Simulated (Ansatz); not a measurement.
# Nb2SnC under a change: isotropic strain −1.89 %

Start from Nb$_{2}$SnC (space group P6_3/mmc, No. 194; a = 3.230 Å, c = 13.762 Å; a cell from a computed database, its experimental status unchecked).

Perturbation: every lattice vector is shortened by 1.89 %; the atoms relax in the strained cell.

Level of theory: PBEsol/PAW in Ansatz (a first-principles code), no spin-orbit coupling. Γ-centred 17×17×4 mesh, Fermi–Dirac width 0.05 eV.

```csv
quantity,base,changed,shift
volume per atom,15.54 Å³,14.68 Å³,-0.86 Å³
space group,P6_3/mmc (No. 194),P6_3/mmc (No. 194),–
energy relative to the base (free energy F),0 meV/atom,+30 meV/atom,+30 meV/atom
"pressure (mean of the normal stresses, compression positive)",0.0 GPa,11.7 GPa,+11.7 GPa
band gap,zero,zero,–
largest internal atomic displacement,–,0.024 Å,–
```

Stability against distortions was not tested. The final runs are not spin-polarised.
